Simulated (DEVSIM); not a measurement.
System: illuminated Si p-on-n cell, one wavelength, with a back-surface field, at 300 K.

Layer 1 from the left is Si, thickness (μm) 0.0950, Na (cm⁻³) 1.5e18, τn (s) 5.8e-6, τp (s) 2.2e-6, absorption coefficient (cm⁻¹) 33000. Layer 2 from the left is Si, thickness (μm) 130, Nd (cm⁻³) 2.4e17, τn (s) 1.8e-5, τp (s) 1.8e-5, absorption coefficient (cm⁻¹) 33000. Layer 3 from the left is Si, thickness (μm) 0.400, Nd (cm⁻³) 3e18, τn (s) 1.8e-5, τp (s) 1.8e-5, absorption coefficient (cm⁻¹) 33000.

Left contact: ohmic, minority electron recombination velocity 1e5 cm/s. Right contact: ohmic, minority hole recombination velocity 30 cm/s. Voltage is applied to the left contact. Recombination: SRH at mid-gap, radiative, Auger. Light enters at the left, 4.5e16 photons cm⁻² s⁻¹, one pass, no reflection. Mobility is μmin + (μ − μmin)/(1 + (N/Nref)^α).

Constants are typed, rounded textbook-type inputs, not results; the design itself was drawn at random and stands for no fabricated device. Values at 300 K.

Si: gap (eV) 1.124, affinity (eV) 4.05, permittivity 11.7, Nc (cm⁻³) 2.86e19, Nv (cm⁻³) 3.1e19, μn (cm²/Vs) 1417, μp (cm²/Vs) 470, μn,min 52, μp,min 45, Nref,n 9.7e16, Nref,p 2.2e17, αn 0.68, αp 0.72, B (cm³/s) 4.7e-15, Cn (cm⁶/s) 2.8e-31, Cp (cm⁶/s) 9.9e-32.

Simulated with DEVSIM: 1D drift-diffusion, Boltzmann statistics, complete ionisation; no tunnelling, impact ionisation, image-force lowering or self-heating.

Dark forward current:

```
|V| (V)  |J| (A/cm²)
-------  -----------
0.05       4.901e-11
0.10       2.018e-10
0.15       8.099e-10
0.20        3.818e-9
0.25        2.136e-8
0.30        1.337e-7
0.35        8.857e-7
0.40        6.017e-6
0.45        4.130e-5
0.50       0.0002847
0.55        0.001966
0.60         0.01358
0.65         0.09368
0.70          0.6391
0.75           4.071
0.80           19.63
0.85           59.37
0.90           130.7
0.95           247.3
1.00           416.1
1.05           631.8
1.10           887.8
1.15            1179
1.20            1501
1.25            1851
1.30            2227
```

Work out the local ideality factor n = ΔV / (kT/q · ln(J2/J1)) between the rows 0.15 and 0.20 V, 0.55 and 0.60 V, 1.25 and 1.30 V.

kT/q = 25.85 mV. From 0.15 to 0.20 V: ln(3.818e-9/8.099e-10) = 1.551, n = 1.25. From 0.55 to 0.60 V: ln(0.01358/0.001966) = 1.933, n = 1.00, near the 1 of diffusion or emission over a barrier. From 1.25 to 1.30 V: ln(2227/1851) = 0.185, n = 10.46.

What current could the absorbed light give at most, and what share is collected?

Σ αd = 431, so qΦ(1 − exp(−Σ αd)) = 7.21 mA/cm². The simulated short-circuit current is 7.077 mA/cm², a share of 0.98.

Estimate the open-circuit voltage by superposition: the voltage at which the dark current equals that short-circuit current.

Interpolating ln J in the table gives 0.583 V. The simulation gives 0.583 V, the same within the digits that matter. Superposition holds where collection doesn't change with voltage.

Estimate the fill factor from FF0 = (v − ln(v + 0.72))/(v + 1), v = qVoc/(nkT), with n from the dark curve.

The rows about Voc, 0.55 and 0.60 V, give n = 1.00, so v = 22.5 and FF0 = 0.824. The simulation gives 0.822, the same within the digits that matter.
